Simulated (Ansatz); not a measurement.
# WSe2: response to strain

Base system: WSe₂ (space group P6_3/mmc, No. 194; a = 3.2305 Å, c = 12.4111 Å; layered, stacked along the Cartesian z axis). Axes: x lies along a and z along c of the hexagonal cell.

Strains are applied to the cell and any free atomic positions relax.

Computed with PBEsol-D3(BJ), PAW, 420 eV (Ansatz, a quantum-chemistry and plane-wave program; no spin-orbit coupling).

Notes on the quantities. pressure: mean of the normal stresses, compression positive.

```json
[
 {"variant": "base", "hole mass": "1.5 mₑ along c, 0.60 mₑ across (at Γ)", "band gap": "0.67 eV", "pressure": "0.00 GPa", "volume per atom": "18.70 Å³", "width of the top valence band": "1.64 eV"},
 {"variant": "uniaxial strain ε_zz = +0.60 %", "hole mass": "1.4 mₑ along z, 0.63 mₑ across (at Γ)", "band gap": "0.71 eV", "pressure": "-0.27 GPa", "volume per atom": "18.81 Å³", "width of the top valence band": "1.61 eV"},
 {"variant": "uniaxial strain ε_zz = +1.20 %", "hole mass": "1.3 mₑ along z, 0.67 mₑ across (at Γ)", "band gap": "0.74 eV", "pressure": "-0.54 GPa", "volume per atom": "18.92 Å³", "width of the top valence band": "1.57 eV"},
 {"variant": "uniaxial strain ε_zz = +1.80 %", "hole mass": "1.3 mₑ along z, 0.71 mₑ across (at Γ)", "band gap": "0.78 eV", "pressure": "-0.74 GPa", "volume per atom": "19.03 Å³", "width of the top valence band": "1.53 eV"},
 {"variant": "uniaxial strain ε_zz = +2.40 %", "hole mass": "1.2 mₑ along z, 0.75 mₑ across (at Γ)", "band gap": "0.81 eV", "pressure": "-0.96 GPa", "volume per atom": "19.14 Å³", "width of the top valence band": "1.50 eV"},
 {"variant": "uniaxial strain ε_zz = +3.00 %", "hole mass": "1.1 mₑ along z, 0.79 mₑ across (at Γ)", "band gap": "0.84 eV", "pressure": "-1.12 GPa", "volume per atom": "19.26 Å³", "width of the top valence band": "1.46 eV"}
]
```

Spin-orbit coupling, missing from the scalar runs, can matter with W. Masses are band curvatures over ±0.01 Å⁻¹ around the edge. Whether these cells are dynamically stable was not tested.
